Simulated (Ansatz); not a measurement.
**Effective masses and thermopower of InP under load (space group I-4m2)**

Consider the following.

```
CELL_PARAMETERS angstrom
      0.00000     3.05130     2.80931
      3.05130     0.00000     2.80931
      3.05130     3.05130     0.00000
ATOMIC_POSITIONS crystal
  In 0.00000 0.00000 0.00000
  P  0.25000 0.25000 0.25000
```

These are HSE06, rigid bands (plane waves, PAW, scalar-relativistic; Ansatz, a quantum-chemistry and plane-wave program) values and carry that method's errors. Condition of this run: biaxial stress in (001) of -3 GPa (compression positive) (the target of the relaxation). How the cell was made: cell and atoms relaxed with PBEsol, then loaded as said.

The band gap comes out as 1.00 eV and the electron conductivity mass (300 K, dilute) is 0.087 (x), 0.087 (y), 0.076 (z) mₑ. The effective density of states N_c (300 K) is 5.4e17 cm⁻³. The density-of-states mass, electrons comes out as 0.077 mₑ and the Seebeck coefficient, n-type 1e19 cm⁻³, 300 K is -55 μV/K.

Rigid bands; masses and Seebeck coefficients take one relaxation time τ for all states and one kind of carrier; polarons and phonon drag are left out. Spin-orbit coupling is left out. Geometry: cell and atoms relaxed with PBEsol.
